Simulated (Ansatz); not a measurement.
**What uniaxial stress, 5 GPa tension along x does to Zn2SbN3**

The reference is Zn₂SbN₃ (space group Cmc2_1, No. 36; a = 9.9496 Å, b = 5.7311 Å, c = 5.3920 Å; a cell from a computed database, its experimental status unchecked). Axes: x, y, z lie along a, b, c of the conventional cell.

One thing is altered: uniaxial stress, 5 GPa tension along x; all other stress components relax to zero.

Calculations: plane-wave PAW DFT at the PBEsol level (Ansatz, a quantum-chemistry and plane-wave program, 420 eV), without spin-orbit coupling. k-mesh 6×6×5 (Γ-centred); smearing 0.05 eV (Fermi–Dirac).

The volume per atom grows by 0.15 Å³ (12.81 Å³ → 12.96 Å³) and the space group is still Cmc2_1 (No. 36). The shortest interatomic distance goes up by 0.008 Å, from 1.971 Å to 1.979 Å and the energy increases by 5.7 meV/atom. The band gap drops by 0.05 eV, from 0.23 eV to 0.18 eV and the gap character stays direct at Γ. The valence-band top at Γ (three highest levels, from the VBM) changes from 0.00, -0.05, -0.11 eV to 0.00, -0.07, -0.26 eV and the strain response (xx, yy, zz) is (+2.83, −1.04, −0.57) %. The secant Young's modulus along x amounts to 180 GPa and the mean lateral Poisson ratio amounts to 0.29.

Final structure:

```xyz
12
Lattice="5.1154 -2.8356 0.0000 5.1154 2.8356 0.0000 0.0000 0.0000 5.3612" Properties=species:S:1:pos:R:3 pbc="T T T"
Zn     8.4554     0.9333     3.7765
Zn     1.7755    -0.9333     1.0959
Zn     1.7755     0.9333     3.7765
Zn     8.4554    -0.9333     1.0959
Sb     5.1154    -1.0238     1.0389
Sb     5.1154     1.0238     3.7195
N      3.4334    -1.8717     0.4322
N      6.7975     1.8717     3.1128
N      6.7975    -1.8717     0.4322
N      3.4334     1.8717     3.1128
N      5.1154    -0.9264     3.0873
N      5.1154     0.9264     0.4067
```

Spin-orbit coupling, missing from the scalar runs, can matter with Sb. Stability under load was not tested beyond the relaxation. The zero or small gap of Zn2SbN3 can change with the level of theory.
